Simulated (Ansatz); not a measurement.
# BaZrO3: energy against volume

BaZrO3 (cubic perovskite, Pm-3m, 15.107 Å³/atom and stress up to 0.01 GPa in the relaxed cell, cube axes along x, y and z) under an equal strain ε along all three axes. PBE in Ansatz, a plane-wave DFT program (PAW, default set), 420 eV, 8×8×8 Γ-centred mesh, Fermi-Dirac smearing 0.05 eV; ions are relaxed, or left where forces stay under 0.02 eV/Å, within the symmetry of each cell.

Here V stands for volume and E for E less E0.

| volume (Å³/atom) | E less E0 (meV/atom) | pressure (GPa) |
|---|---|---|
| 14.3057 | 21.91 | 9.20 |
| 14.5696 | 9.54 | 5.88 |
| 14.8366 | 2.29 | 2.82 |
| 15.1069 | 0.00 | 0.01 |
| 15.3805 | 2.21 | -2.57 |
| 15.6573 | 8.73 | -4.94 |
| 15.9375 | 19.26 | -7.11 |
| 16.5077 | ? | ? |

Using the third-order Birch-Murnaghan form, a cubic in V^(-2/3), estimate the missing E at V = 16.5077 from the other rows, showing the fit.

With u = V^(-2/3) - 0.164, the rows have u = 0.005692, 0.003636, 0.001619, -0.000362, -0.002309, -0.004220, -0.006098. Least squares gives E = 0.061 + 431.6·u + 593101·u² + 983603·u³. Residuals (row less fit): -0.005, 0.021, -0.029, 0.018, -0.004, 0.002, -0.001; standard error 0.023 (degrees of freedom: 3). Its minimum lies at u = -0.000364, so V0 = (0.163636)^(-3/2) = 15.11. There d²E/du² = 1184000 and d³E/du³ = 5902000, so B0 = (4/9) × 15.11^(-7/3) × 1184000 × 0.160218 = 149 GPa (the last factor turns the table's units into GPa), and B0' = 4 + (2/3) × 0.163636 × (5902000)/1184000 = 4.5. B0' rests on the cubic coefficient alone and has a standard error of 0.1 from these residuals. At the withheld row, u = -0.009756, so E = 0.061 + 431.6 × (-0.009756) + 593101 × (-0.009756)² + 983603 × (-0.009756)³ = 51.388 meV/atom. The calculation gives 51.54 meV/atom, 0.152 meV/atom above the prediction (0.3 % of the range of E in the table). The row lies outside the fitted rows, so this is an extrapolation. From the scatter of the fitted rows alone, a prediction at this place has a standard error of 0.141 meV/atom, so the miss is 1.1 times that.

The primitive cell can neither tilt nor turn polar against its symmetry, as such crystals can under strain. Other structures, which can take over under pressure, weren't tried. The same form fitted to the pressure column gives B0' = 4.4; series where the two differ by over 0.4 aren't shown. Rows are the converged runs of the series near zero and its far end, less any whose ions stayed unrelaxed beside relaxed ones; series whose fitted rows scatter by over a few per cent of the range, as at a crossing or softening among them, aren't shown in this form.
